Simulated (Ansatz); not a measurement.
**How far PBE and r2SCAN part for BaTiO3, pressure 18 GPa**

Start from BaTiO$_{3}$ (space group P4mm, No. 99; a = 3.9855 Å, c = 4.2013 Å).

(Cell as relaxed with PBE.)

Levels (all Ansatz, a quantum-chemistry and plane-wave program, PAW): PBE (420 eV, scalar-relativistic without spin-orbit coupling); r2SCAN (500 eV, no spin-orbit coupling).

Each level relaxes its own structure.

```json
[
 {"base": "volume per atom", "PBE": "13.35 Å³", "r2SCAN": "12.98 Å³"},
 {"base": "lattice parameter a", "PBE": "3.985 Å", "r2SCAN": "3.972 Å"},
 {"base": "band gap", "PBE": "1.84 eV", "r2SCAN": "2.23 eV"}
]
```

One thing is altered: cell and atoms relaxed at a pressure of 18 GPa.

```tsv
quantity	PBE	r2SCAN
band gap	1.97 eV	…
shortest interatomic distance	1.950 Å	…
shift of the gap caused by the change	+0.13 eV	…
```

Q: Given the PBE results, estimate those of r2SCAN.

A: 
- band gap, r2SCAN: 2.38 eV
- shortest interatomic distance, r2SCAN: 1.942 Å
- shift of the gap caused by the change, r2SCAN: +0.15 eV

PBE's band gap lies 0.404 eV below r2SCAN's; PBE's shortest interatomic distance lies 0.008 Å above r2SCAN's (0.4 %). Neither level is exact; r2SCAN is the comparison here, not a measurement.

Load acts through the strain it causes; cell and atoms are relaxed under it. Whether these cells are dynamically stable was not tested. No other phases were tried under pressure. All final runs are without spin polarisation. Along this pressure series the structure jumps between pressure 9 GPa and pressure 18 GPa; cells beyond that are another form of it.
